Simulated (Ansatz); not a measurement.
Take ScCu2 (space group I4/mmm, No. 139; a = 3.2515 Å, c = 8.2424 Å; a cell from a computed database, its experimental status unchecked) as the base. Axes: x, y, z lie along a, b, c of the conventional cell.

The values are results of Ansatz (a program for electronic structure), PBEsol, PAW, cutoff 420 eV, scalar-relativistic without spin-orbit coupling, not measurements.

Before the change:

* **Shortest interatomic distance**: 2.617 Å

Now apply this change: tensor shear ε_xy = −0.55 % (engineering shear γ = -0.0110); the atoms relax in the strained cell.

Task: What happens to the energy relative to the base?

Result: The energy goes up by 0.6 meV/atom.

Task: What does the calculation give for the shortest interatomic distance after the change?

Result: The shortest interatomic distance decreases by 0.011 Å (2.617 Å → 2.606 Å).

Without a gap, meshes like the base's 20×20×20 leave anisotropic stresses uncertain by several tenths of a GPa, and small strain energies with them. Whether these cells are dynamically stable was not tested. The final runs are not spin-polarised.
